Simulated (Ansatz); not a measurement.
The starting structures come from a database of crystals and need not be the phases stable at ambient conditions.

 Where the default PAW files enter, the runs use the earlier of Ansatz's two default sets.

By PBEsol, the system below comes out a metal.

The ballistic (Sharvin) conductance counts the channels at the Fermi level: G/A = (e²/h) × channels of both spins per area.

Input:

```xyz
6
Lattice="3.9688 0.0000 0.0000 0.0017 3.9688 0.0000 1.9119 1.9111 7.5336" Properties=species:S:1:pos:R:3 pbc="T T T"
Y      2.9212     3.9160     5.6502
Y      2.9613     1.9639     1.8834
Si     4.9172     1.9461     4.4081
Si     0.9652     3.9338     3.1255
Si     4.8902     1.9190     6.8923
Si     0.9922     3.9609     0.6413
```

Space group of this cell: C2/c. The cell is strained (lengths along the current scaled by 1.03, ions clamped); by PBEsol its mean pressure is -4.6 GPa.

The current flows along the normal of the first two printed cell vectors. No spin-orbit coupling; the value is a mean over 0.1 eV about the Fermi level.

**Question.** State the ballistic conductance per area according to PBEsol (Ansatz, a quantum-chemistry and plane-wave program).

**Answer.** 0.60 × 10¹⁵ S/m² for both spins.
